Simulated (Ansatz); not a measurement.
The reference is TlBr in the CsCl type structure (space group Pm-3m, No. 221; a = 3.915 Å).

Computed with Kohn–Sham DFT with the PBEsol functional, run in Ansatz (a first-principles code) with PAW and 420 eV plane waves, no spin-orbit coupling.

Strains are applied to the cell and any free atomic positions relax.

One change was made to it. Results:

The valley order (the lowest conduction-band minima on the path, energy above the VBM, named in the base's zone) becomes X along ⟨100⟩ 1.35 eV; R along ⟨111⟩ 1.42 eV (base: X along ⟨100⟩ 1.59 eV; R along ⟨111⟩ 1.81 eV); the energy rises by 16 meV/atom; the mean gap deformation potential ΔEg/Δln V comes out as +3.1 eV; the pressure goes from zero to 2.49 GPa.

### Question
Name the change that was made.
A. isotropic strain −1.50 %
B. isotropic strain −2.50 %
C. isotropic strain +3.00 %
D. isotropic strain +1.00 %

### Answer
B, isotropic strain −2.50 %. For comparison, the valley order in the other runs: isotropic strain +1.00 % gives X along ⟨100⟩ 1.67 eV; R along ⟨111⟩ 1.94 eV; isotropic strain −1.50 % gives X along ⟨100⟩ 1.45 eV; R along ⟨111⟩ 1.58 eV; isotropic strain +3.00 % gives X along ⟨100⟩ 1.83 eV; R along ⟨111⟩ 2.19 eV.

Spin-orbit coupling, missing from the scalar runs, can matter with Tl. Stability against distortions was not tested.
